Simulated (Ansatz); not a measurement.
Worked example: self-consistent single point of Rb₃Sr (I4/mmm, 4 atoms in the cell) in Ansatz (a quantum-chemistry and plane-wave program).

Method: PBEsol, PAW files made with PBE (plane waves; Ansatz).

The change in words: lattice scaled by 0.98. Reference geometry:
```
CELL_PARAMETERS angstrom
     -3.41177     3.41177     6.93246
      3.41177    -3.41177     6.93246
      3.41177     3.41177    -6.93246
ATOMIC_POSITIONS crystal
  Rb 0.75000 0.25000 0.50000
  Rb 0.25000 0.75000 0.50000
  Rb 0.50000 0.50000 0.00000
  Sr 0.00000 0.00000 0.00000
```

Reference input (self-consistent single point, DFT, PBEsol, plane waves, PAW files made with PBE): basis.ecutwfc = 420 eV; kpoints.mp_grid.grid = 5 5 5; hamiltonian.xc = pbesol; hamiltonian.pseudopotentials = {kind: paw} (the program's default PAW files); scf.occupations.method = fermi_dirac; scf.occupations.width = 0.136 eV. This run's input differs from it in these lines:

```diff
@@ -2,5 +2,5 @@
   lattice:
-    - [-3.41177000, 3.41177000, 6.93246000]
-    - [3.41177000, -3.41177000, 6.93246000]
-    - [3.41177000, 3.41177000, -6.93246000]
+    - [-3.34353500, 3.34353500, 6.79381100]
+    - [3.34353500, -3.34353500, 6.79381100]
+    - [3.34353500, 3.34353500, -6.79381100]
   atoms:
```

Output (repeated stretches shortened):

```
SCF iter   1: F=—  HF=-13142.875850 eV  |F-HF|=—  |Δ(HF+E_count)|=         —  Δρ=3.33e-3  dr2=1.04e-1  ethr=3.10e-3  ⟨swp⟩=9.9  Hψ=2369  notcnv=0
all-band conjugate gradients solve this SCF's bands
preconditioner: auto → Kerker (q_TF=auto, 1.921 Å⁻¹)
SCF iter   2: F=—  HF=-13142.863306 eV  |F-HF|=—  |Δ(HF+E_count)|=   1.25e-2  Δρ=2.26e-3  dr2=5.42e-2  ethr=2.81e-4  ⟨swp⟩=1.3  Hψ=583  notcnv=0
   [... lines left out ...]
SCF iter   5: F=—  HF=-13142.853132 eV  |F-HF|=—  |Δ(HF+E_count)|=   2.39e-5  Δρ=4.98e-5  dr2=2.19e-5  ethr=5.62e-7  ⟨swp⟩=2.6  Hψ=867  notcnv=0
SCF iter   6: F=—  HF=-13142.853298 eV  |F-HF|=—  |Δ(HF+E_count)|=   1.66e-4  Δρ=1.72e-5  dr2=2.55e-6  ethr=5.92e-8  ⟨swp⟩=1.8  Hψ=476  notcnv=0
SCF iter   7: F=—  HF=-13142.853299 eV  |F-HF|=—  |Δ(HF+E_count)|=   3.83e-7  Δρ=3.24e-6  dr2=1.48e-7  ethr=6.89e-9  ⟨swp⟩=2.9  Hψ=818  notcnv=0
SCF iter   8: F=-13142.853298 eV  HF=-13142.853299 eV  |F-HF|=9.96e-9  |Δ(HF+E_count)|=   2.32e-8  Δρ=1.39e-6  dr2=2.07e-8  ethr=2.70e-10  ⟨swp⟩=6.9  Hψ=1815  notcnv=0
SCF 1 converged in 8 iterations: F = -13142.853298 eV  dr2 = 2.07e-8
Free energy (F): -13142.853298 eV
Internal energy: -13142.602002 eV  (E = F + TS)
E sigma→0 (E₀):  -13142.727650 eV
Entropy (-TS):   -0.251297 eV (-62.824 meV/atom)
Fermi energy:    2.739082 eV
--- Forces (eV/Å), atoms counted from 1 ---
  atom   1  Rb     0.00000000     0.00000000     0.00000000
   [... zero for the other atoms too ...]
--- Stress (GPa, compression-positive) ---
       -0.029389       0.000000      -0.000000
        0.000000      -0.029389       0.000000
       -0.000000      -0.000000      -0.028129
  P = ⅓ Tr σ = -0.0290 GPa (-0.290 kbar)
  The stress holds the Pulay correction. Without it, at fixed plane waves, as pw.x and ABINIT print it: P = -0.0295 GPa
```

The run converged in 8 iterations. Against the reference run the free energy goes down by 4.3 meV/atom and the pressure goes from -0.25 to -0.03 GPa.

The starting cell comes from a database of computed structures (which also holds hypothetical and non-ambient phases and stackings), without a prior relaxation at this level. For this run, on top of that: lattice scaled by 0.98. Ansatz's pressure includes its estimate of the finite-basis (Pulay) stress.

Keys are those of Ansatz 0.2.
